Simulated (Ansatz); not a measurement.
The reference is Rh in the fcc (Cu type) structure (space group Fm-3m, No. 225; relaxed with 0.1 eV smearing).

```
Rh
1.0
    0.00000     1.87756     1.87756
    1.87756     0.00000     1.87756
    1.87756     1.87756     0.00000
Rh
1
Direct
  0.00000   0.00000   0.00000
```

Cartesian axes are those of the cell as printed.

The values are results of DFT with LDA, PAW potentials and a 420 eV plane-wave cutoff in Ansatz (a first-principles code), without spin-orbit coupling, not measurements.

For the base:

```
Item                             Value
-----------------------------  -------
Shortest interatomic distance  2.655 Å
```

One thing is altered: biaxial strain +2.00 %, plane normal [001], relaxed out of plane (Cartesian); in-plane vectors clamped, the third vector and the atoms free.

Question: Estimate the effect on the shortest interatomic distance.

Answer: The shortest interatomic distance rises by 0.0033 Å (2.655 Å → 2.659 Å).

Question: How does this affect the out-of-plane strain?

Answer: The out-of-plane strain comes out as -1.79 %.

Question: Predict the new in-plane stress.

Answer: The mean in-plane stress (compression positive) is -9.3 GPa.

No phonon test of stability was made. All final runs are without spin polarisation. Rh lies near a magnetic instability that expansion can trigger; it was not tested.
